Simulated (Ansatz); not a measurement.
The parent structure is HgS in the rock salt structure (space group Fm-3m, No. 225; a = 5.4537 Å; a model cell, its experimental status unchecked; relaxed with 0.1 eV smearing). Axes: x, y, z lie along the cube axes.

Method: Ansatz (a first-principles code), PBEsol, PAW, cutoff 420 eV, no spin-orbit coupling, earlier PAW set.

A first run, uniaxial strain ε_zz = +1.72 %, gives secant values C11 ≈ 94 GPa and C12 ≈ 66 GPa from its stress. A second run applies isotropic strain +1.63 %.

Q: What does linear elasticity predict for the bulk modulus −ΔP/(ΔV/V₀) in the second run, and what does the run give?

A: Linear elasticity: (C11 + 2 C12)/3 = 75 GPa. The run gives 70 GPa; any difference comes from nonlinear terms at these strains and numerical noise.

No phonon test of stability was made. All final runs are without spin polarisation. This is not the structure that HgS has at room temperature and ambient pressure.
